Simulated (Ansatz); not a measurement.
Amorphous Si30C12N24, 66 atoms at 2.75 g/cm³, one PBE-relaxed geometry, zone centre. Methods: PBE, scalar-relativistic without spin-orbit coupling (Ansatz, a first-principles code); r2SCAN, scalar-relativistic without spin-orbit coupling (Ansatz); HSE06, scalar-relativistic without spin-orbit coupling (Ansatz). Plane waves to 420 eV (r2SCAN 500 eV); exact exchange is cut at the cell's faces. The higher rungs were started with moments on some atoms, which died out.

Preparation: random packing, a CHGNet melt and quench, and a DFT relaxation. N atoms were pushed apart under 1.9 Å during the dynamics, to hinder bonds among them. The hot cell started wider than the set density and was brought back towards it in steps. It is the lowest in DFT energy of 8 quenches. It is a model cell: composition and starting density were chosen by hand, and all elements were melted together. No dispersion term was used. Its density started from a set value of 2.88 and ended at 2.75 g/cm³. Cooling (nominally 200 K/ps over its main leg) ran many orders faster than in experiment, which tends to leave more defects and strain. One small periodic cell is one sample of the glass; other quenches scatter about these values. Volume and shape were free in the relaxation. Stress components on the final sampling reach 3.2 GPa. On a 2×2×2 Γ-centred mesh force components of up to 0.31 eV/Å stay, since the relaxation ran on the zone centre alone. Cycles of charging lowered its energy after that relaxation.

The relaxation ran on the zone centre alone. At PBE the gap is 1.11 eV on a 2×2×2 Γ-centred mesh, and the spacing at the zone centre alone 1.51 eV.

Q: What zone-centre spacing does r2SCAN give, roughly?

A: 1.74 eV (+0.22 eV against PBE).

Q: What zone-centre spacing does HSE06 give, roughly?

A: 2.27 eV (+0.76 eV against PBE).

The highest filled and the lowest empty state spread over these numbers of atoms (participation numbers): PBE: 8.6 and 30.0; r2SCAN: 8.3 and 28.0; HSE06: 7.9 and 28.1.
